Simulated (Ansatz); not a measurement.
Cost and result by functional for the adsorption energy of NH3 on the 1x1 (110) surface of bcc Mo, one in a 2x2 cell, started at the site 'hollow Mo-Mo-Mo', in Ansatz (plane waves, PAW). Single points on the PBE structure, on one kind of machine; costs are rough ratios of the slab run's core time (references not counted) to the cheapest single point. r2SCAN's cost holds its higher cutoff (500 against 420 eV). Differences are taken against r2SCAN for comparison alone: no measured value is at hand, so the table doesn't rank accuracy.

Set-up: 20 atoms, 6.5 Å thick at the start under the adsorbate (thin: gaps and levels are the slab's own); mesh 6x6x1; 0.1 eV smearing; dipole correction on; 8 atoms held, the rest relaxed; no symmetry held; no spin, no spin-orbit, no U, no dispersion correction. At the end it is bonded to Mo. In PBE it is, or lies within 0.03 eV of, the lowest of the starts that converged. These notes are the PBE run's. Adsorption energies are against NH3(g). A negative adsorption energy means that the adsorbate is more stable on the surface than in its reference.

```tsv
functional	relative cost	adsorption energy (eV)	less r2SCAN (eV)
RPBE	1	-0.52	0.36
r2SCAN	2	-0.88	0.00
PBE (the relaxed run's value)	–	-0.78	0.10
```

The values span 0.36 eV, while the single points' costs differ by a factor of roughly 2. Differences are of unrounded values.

Ansatz is an electronic-structure program.
